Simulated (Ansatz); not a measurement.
CsCl-type FeAl was calculated with r²SCAN in Ansatz (plane waves, PAW).

Run with plane-wave cutoff 600 eV, 16×16×16 k mesh, Fermi–Dirac smearing 0.1 eV, finite displacements, force constants from a 4×4×4 q mesh, no spin polarisation, scalar-relativistic PAW data made under PBE.

Computed at the level's own relaxed cell. Harmonic vibrational thermodynamics at fixed volume:

| T (K) | S_vib (J/K per mol of atoms) | C_V (J/K per mol of atoms) | F_vib (eV/atom) |
|---|---|---|---|
| 100 | 4.22 | 9.03 | 0.0495 |
| 200 | ___ | ___ | ___ |
| 300 | ___ | ___ | ___ |
| 400 | ___ | ___ | ___ |
| 600 | ___ | ___ | ___ |
| 700 | ___ | ___ | ___ |
| 1000 | ___ | ___ | ___ |

Complete the blanks.


- 200, S_vib (J/K per mol of atoms): 13.73
- 200, C_V (J/K per mol of atoms): 18.05
- 200, F_vib (eV/atom): 0.0402
- 300, S_vib (J/K per mol of atoms): 21.80
- 300, C_V (J/K per mol of atoms): 21.43
- 300, F_vib (eV/atom): 0.0216
- 400, S_vib (J/K per mol of atoms): 28.18
- 400, C_V (J/K per mol of atoms): 22.86
- 400, F_vib (eV/atom): -0.0044
- 600, S_vib (J/K per mol of atoms): 37.71
- 600, C_V (J/K per mol of atoms): 23.98
- 600, F_vib (eV/atom): -0.0733
- 700, S_vib (J/K per mol of atoms): 41.42
- 700, C_V (J/K per mol of atoms): 24.23
- 700, F_vib (eV/atom): -0.1143
- 1000, S_vib (J/K per mol of atoms): 50.14
- 1000, C_V (J/K per mol of atoms): 24.59
- 1000, F_vib (eV/atom): -0.2574

The crystal is taken as a harmonic solid at every temperature: melting, phase changes and thermal expansion are not seen, nor the electrons' share in a metal.

Ansatz is an electronic-structure program.
